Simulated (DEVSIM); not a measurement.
Structure: abrupt Si p-n junction, at 300 K.

| layer (left to right) | material | thickness (μm) | Nd (cm⁻³) | Na (cm⁻³) | τn (s) | τp (s) |
|---|---|---|---|---|---|---|
| 1 | Si | 0.650 | - | 3.4e16 | 1.2e-7 | 1.2e-7 |
| 2 | Si | 260 | 1e17 | - | 1.2e-7 | 1.2e-7 |

Left contact: ohmic. Right contact: ohmic. Voltage is applied to the left contact. Recombination: SRH at mid-gap, radiative, Auger. Mobility is μmin + (μ − μmin)/(1 + (N/Nref)^α).

The device is made up for the run: typed textbook-type constants, with dimensions and the other settings drawn at random. Values at 300 K.

```csv
parameter,Si
gap (eV),1.124
affinity (eV),4.05
permittivity,11.7
Nc (cm⁻³),2.86e19
Nv (cm⁻³),3.1e19
μn (cm²/Vs),1417
μp (cm²/Vs),470
"μn,min",52
"μp,min",45
"Nref,n",9.7e16
"Nref,p",2.2e17
αn,0.68
αp,0.72
B (cm³/s),4.7e-15
Cn (cm⁶/s),2.8e-31
Cp (cm⁶/s),9.9e-32
```

Simulated with DEVSIM: 1D drift-diffusion, Boltzmann statistics, complete ionisation; no tunnelling, impact ionisation, image-force lowering or self-heating.

Question: Tabulate band edges, carrier densities and field at zero bias.

Answer: Energies count from the Fermi level of the right contact; mesh points crowd at the junctions.

```
x (μm)   Ec (eV)  Ev (eV)  n (cm⁻³)  p (cm⁻³)  field (V/cm)
-------  -------  -------  --------  --------  ------------
0.000      0.948   -0.176      3400    3.4e16           ≈ 0
0.03832    0.948   -0.176      3400    3.4e16           ≈ 0
0.1392     0.948   -0.176      3400    3.4e16           ≈ 0
0.3742     0.948   -0.176      3400    3.4e16           -24
0.5891     0.730   -0.394     1.6e7    7.4e12        -45000
0.6409     0.427   -0.697    1.9e12     6.0e7        -72000
0.6721     0.228   -0.896    4.2e15     28000        -42000
0.8034     0.146   -0.978    1.0e17      1200           ≈ 0
1.098      0.146   -0.978    1.0e17      1200           ≈ 0
1.884      0.146   -0.978    1.0e17      1200           ≈ 0
4.116      0.146   -0.978    1.0e17      1200           ≈ 0
13.51      0.146   -0.978    1.0e17      1200           ≈ 0
36.37      0.146   -0.978    1.0e17      1200           ≈ 0
95.81      0.146   -0.978    1.0e17      1200           ≈ 0
211.8      0.146   -0.978    1.0e17      1200           ≈ 0
243.1      0.146   -0.978    1.0e17      1200           ≈ 0
254.1      0.146   -0.978    1.0e17      1200           ≈ 0
258.2      0.146   -0.978    1.0e17      1200           ≈ 0
260.0      0.146   -0.978    1.0e17      1200           ≈ 0
260.4      0.146   -0.978    1.0e17      1200           ≈ 0
260.6      0.146   -0.978    1.0e17      1200           ≈ 0
260.6      0.146   -0.978    1.0e17      1200           ≈ 0
```
